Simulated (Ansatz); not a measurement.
## Pressure series in MgO

Base system: MgO in the rock salt structure (space group Fm-3m, No. 225; a = 4.214 Å).

Cell and atoms are relaxed at each pressure.

Computed with PBEsol, PAW, 420 eV (Ansatz, a quantum-chemistry and plane-wave program; no spin-orbit coupling).

```csv
change,band gap,volume per atom
base,4.62 eV,9.35 Å³
pressure −2 GPa,…,9.48 Å³
pressure −1 GPa,4.56 eV,9.42 Å³
pressure 0.3 GPa,4.64 eV,9.34 Å³
pressure 0.7 GPa,4.66 eV,9.31 Å³
pressure 1.5 GPa,…,…
pressure 3 GPa,4.80 eV,9.18 Å³
pressure 5 GPa,…,9.08 Å³
pressure 7.5 GPa,5.05 eV,8.96 Å³
pressure 10 GPa,5.18 eV,8.84 Å³
```

Problem. What belongs in the blanks?

Solution. 
- pressure −2 GPa, band gap: 4.50 eV
- pressure 1.5 GPa, band gap: 4.71 eV
- pressure 1.5 GPa, volume per atom: 9.27 Å³
- pressure 5 GPa, band gap: 4.91 eV

Load acts through the strain it causes; cell and atoms are relaxed under it. No phonon test of stability was made. No other phases were tried under pressure. The base started in Pnma and relaxed to Fm-3m at this level.
